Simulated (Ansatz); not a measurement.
Consider Tl in the hcp (Mg type) structure (space group P6_3/mmc, No. 194; a = 3.476 Å, c = 5.472 Å; relaxed with 0.1 eV smearing). Axes: x lies along a and z along c of the hexagonal cell.

All numbers come from PBEsol/PAW in Ansatz (a program for electronic structure), scalar-relativistic without spin-orbit coupling.

Strains are applied to the cell and any free atomic positions relax.

One change was made to it. Results:

The energy rises by 0.6 meV/atom; the pressure (mean of the normal stresses, compression positive) remains 0.0 GPa; the shortest interatomic distance falls by 0.040 Å (3.393 Å → 3.353 Å).

Task: Name the change that was made.
A) tensor shear ε_xz = +1.43 %
B) tensor shear ε_xz = +0.86 %
C) tensor shear ε_xz = +0.57 %

Result: A, tensor shear ε_xz = +1.43 %. For comparison, the shortest interatomic distance in the other runs: tensor shear ε_xz = +0.86 % gives 3.369 Å; tensor shear ε_xz = +0.57 % gives 3.377 Å.

No phonon test of stability was made.
